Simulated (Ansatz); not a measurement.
**Mo3InC (model structure, started from the Ni3MgC type, Pm-3m, No. 221, 5 atoms in the cell)**

Calculation: LDA (Ansatz, a first-principles code, PAW).

Settings: plane-wave cutoff 520 eV, 14×14×14 k mesh, Fermi–Dirac smearing 0.05 eV, no spin polarisation, scalar-relativistic PAW data made under PBE.

Cell (relaxed at this level):

```
InMo3C
1.0
    4.14666     0.00000     0.00000
    0.00000     4.14666     0.00000
    0.00000     0.00000     4.14666
In Mo C
1 3 1
Direct
  0.00000   0.00000   0.00000
  0.00000   0.50000   0.50000
  0.50000   0.00000   0.50000
  0.50000   0.50000   0.00000
  0.50000   0.50000   0.50000
```

```json
{
 "bulk_modulus": "254 GPa"
}
```

Note: the run has no spin polarisation, so it can have missed a magnetic state; the bulk modulus is −V dP/dV from two relaxed cells at ±2 % in volume; the relaxation could raise the start's symmetry but not lower it, so the cell can be a saddle point.

Spin–orbit coupling is not included; it can open a gap where bands touch, and shift volumes and moduli.

It cost around 70 core-seconds (rough) of CPU time.

A model structure was made by putting elements into a prototype or built by hand; it is no filed structure, need not be a known phase, and can be a saddle point held by its symmetry.
